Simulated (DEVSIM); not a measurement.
Device: Si n+/n-/n+ resistor, at 300 K.

```tsv
layer (left to right)	material	thickness (μm)	Nd (cm⁻³)	τn (s)	τp (s)
1	Si	0.520	2.2e18	4.1e-6	1.2e-7
2	Si	1.60	4.3e12	4.1e-6	4.1e-6
3	Si	0.400	1.3e19	4.1e-6	4.1e-6
```

Left contact: ohmic. Right contact: ohmic. Voltage is applied to the left contact. Recombination: SRH at mid-gap, Auger. Mobility is μmin + (μ − μmin)/(1 + (N/Nref)^α).

Constants are typed, rounded textbook-type inputs, not results; the design itself was drawn at random and stands for no fabricated device. Values at 300 K.

| parameter | Si |
|---|---|
| gap (eV) | 1.124 |
| affinity (eV) | 4.05 |
| permittivity | 11.7 |
| Nc (cm⁻³) | 2.86e19 |
| Nv (cm⁻³) | 3.1e19 |
| μn (cm²/Vs) | 1417 |
| μp (cm²/Vs) | 470 |
| μn,min | 52 |
| μp,min | 45 |
| Nref,n | 9.7e16 |
| Nref,p | 2.2e17 |
| αn | 0.68 |
| αp | 0.72 |
| Cn (cm⁶/s) | 2.8e-31 |
| Cp (cm⁶/s) | 9.9e-32 |

DEVSIM, 1D drift-diffusion, Boltzmann statistics, complete ionisation; no tunnelling, impact ionisation, image-force lowering or self-heating.

Question: Tabulate band edges, carrier densities and field at zero bias.

Answer: Energies count from the Fermi level of the right contact; mesh points crowd at the junctions.

| x (μm) | Ec (eV) | Ev (eV) | n (cm⁻³) | p (cm⁻³) | field (V/cm) |
|---|---|---|---|---|---|
| 0.000 | 0.066 | -1.058 | 2.2e18 | < 1e2 | ≈ 0 |
| 0.02705 | 0.066 | -1.058 | 2.2e18 | < 1e2 | ≈ 0 |
| 0.07772 | 0.066 | -1.058 | 2.2e18 | < 1e2 | ≈ 0 |
| 0.1839 | 0.066 | -1.058 | 2.2e18 | < 1e2 | ≈ 0 |
| 0.3880 | 0.066 | -1.058 | 2.2e18 | < 1e2 | ≈ 0 |
| 0.4650 | 0.066 | -1.058 | 2.2e18 | < 1e2 | ≈ 0 |
| 0.5062 | 0.067 | -1.058 | 2.2e18 | < 1e2 | 820 |
| 0.5367 | 0.159 | -0.965 | 6.2e16 | 1900 | 22000 |
| 0.5797 | 0.213 | -0.911 | 7.7e15 | 15000 | 7800 |
| 0.6744 | 0.258 | -0.866 | 1.3e15 | 87000 | 3100 |
| 0.8605 | 0.294 | -0.830 | 3.3e14 | 350000 | 1200 |
| 1.441 | 0.317 | -0.807 | 1.4e14 | 840000 | -240 |
| 1.813 | 0.289 | -0.835 | 4.0e14 | 290000 | -1500 |
| 1.988 | 0.249 | -0.875 | 1.9e15 | 61000 | -3800 |
| 2.084 | 0.184 | -0.940 | 2.3e16 | 5000 | -14000 |
| 2.116 | 0.090 | -1.034 | 8.9e17 | 130 | -85000 |
| 2.139 | 0.020 | -1.104 | 1.3e19 | < 1e2 | ≈ 0 |
| 2.182 | 0.020 | -1.104 | 1.3e19 | < 1e2 | ≈ 0 |
| 2.312 | 0.020 | -1.104 | 1.3e19 | < 1e2 | ≈ 0 |
| 2.424 | 0.020 | -1.104 | 1.3e19 | < 1e2 | ≈ 0 |
| 2.482 | 0.020 | -1.104 | 1.3e19 | < 1e2 | ≈ 0 |
| 2.520 | 0.020 | -1.104 | 1.3e19 | < 1e2 | ≈ 0 |
